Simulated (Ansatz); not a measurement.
Partial pair distribution functions of a relaxed model of amorphous Ge₁₂Sb₁₂Te₃₀B₃, broadened by 0.06 Å; density 6.31 g/cm³. Level of theory: PBE-D3(BJ), scalar-relativistic without spin-orbit coupling, PAW (Ansatz default set, large-core Te) (plane waves to 420 eV; Ansatz, a program for electronic structure).

A CHGNet melt-quench gave the starting glass, which DFT then relaxed. The hot cell started wider than the set density and was brought back towards it in steps. It is the lowest in DFT energy of 3 quenches. It is a model cell: composition and starting density were chosen by hand, and all elements were melted together. The geometry includes D3(BJ) dispersion. Its density started from a set value of 5.77 and ended at 6.31 g/cm³. The simulated quench (nominally 150 K/ps over its main leg) is rapid and tends to freeze in more defects than a deposited or slowly cooled glass has. One small periodic cell is one sample of the glass; other quenches scatter about these values. Volume and shape were free in the relaxation. Stress components on the final sampling reach 0.6 GPa. On a 2×2×2 Γ-centred mesh force components of up to 0.46 eV/Å stay, since the relaxation ran on one k-point at (1/4, 1/4, 1/4).

```tsv
r (Å)	g Sb-Te	g Ge-Te	g Ge-Ge	g Sb-Sb
2.35	0.00	0.00	0.00	0.00
2.45	0.00	0.00	0.36	0.00
2.55	0.00	0.27	1.81	0.00
2.65	0.00	2.73	0.76	0.00
2.75	0.25	5.70	1.45	0.02
2.85	2.75	4.23	0.69	0.69
2.95	5.14	2.04	0.02	2.50
3.05	3.48	0.82	0.00	0.89
3.15	2.31	1.68	0.21	0.03
3.25	1.96	1.88	1.11	0.03
3.35	1.22	1.71	0.39	0.63
3.45	1.35	0.92	0.63	0.84
3.55	1.08	0.37	1.17	0.57
3.65	0.69	0.74	1.72	1.34
3.75	0.64	0.83	0.73	2.83
3.85	0.72	0.63	2.01	2.81
3.95	1.16	0.85	3.68	1.74
4.05	1.01	0.82	1.71	0.64
4.15	0.76	1.02	0.83	0.03
4.25	0.92	0.63	0.92	0.01
4.35	1.21	0.45	1.33	0.22
4.45	0.91	0.65	0.36	0.60
4.55	0.56	0.91	0.01	0.60
4.65	0.68	0.90	0.20	2.13
4.75	0.75	0.94	0.52	1.68
4.85	0.81	1.17	0.09	1.08
4.95	0.68	0.45	0.11	0.29
5.05	0.47	0.31	0.80	0.63
5.15	0.64	0.63	0.65	0.82
5.25	0.98	0.77	1.21	1.12
5.35	1.05	0.89	1.17	1.36
```

Within 3.36 Å each Sb has 3.50 Te neighbours on average.
